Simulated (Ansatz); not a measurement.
**A15 Mo₃Si**

Level of theory: PBEsol in Ansatz (plane waves, PAW).

Run with plane-wave cutoff 520 eV, 14×14×14 k mesh, Fermi–Dirac smearing 0.057 eV (set by the program), no spin polarisation, scalar-relativistic PAW data made under PBE.

Cell: relaxed at this level.

```json
{
  "elastic constant C11": "503 GPa",
  "elastic constant C12": "150 GPa",
  "elastic constant C44": "120 GPa",
  "Voigt–Reuss–Hill bulk modulus": "268 GPa",
  "Voigt–Reuss–Hill shear modulus (Hill average)": "140 GPa",
  "young_modulus": "358 GPa",
  "poisson_ratio": "0.277"
}
```

Elastic constants are with the ions relaxed.

The computed numbers hold no vibrational or temperature effects.

Computing time: roughly 100 core-minutes.

Ansatz is a quantum-chemistry and plane-wave program.
